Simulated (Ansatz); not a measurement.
Base system: CdTe in the zinc blende structure (space group F-43m, No. 216; a = 6.489 Å).

All numbers come from Kohn–Sham DFT with the PBEsol functional, run in Ansatz (a quantum-chemistry and plane-wave program) with PAW and 420 eV plane waves, no spin-orbit coupling.

Strains are applied to the cell and any free atomic positions relax.

One change was made to it. Results:

```csv
quantity,base,after
energy relative to the base (free energy F),0 meV/atom,+8.4 meV/atom
pressure,0.01 GPa,-1.65 GPa
band gap,0.65 eV,0.52 eV
```

**Question.** Which of these changes matches the shifts?
A. isotropic strain +0.50 %
B. isotropic strain −2.50 %
C. isotropic strain +2.50 %
D. isotropic strain −3.00 %
E. isotropic strain +1.50 %

**Answer.** E, isotropic strain +1.50 %. For comparison, the band gap in the other runs: isotropic strain +0.50 % gives 0.61 eV; isotropic strain −2.50 % gives 0.87 eV; isotropic strain −3.00 % gives 0.92 eV; isotropic strain +2.50 % gives 0.44 eV.

With Te present, leaving out spin-orbit coupling can change the band edges. Whether these cells are dynamically stable was not tested.
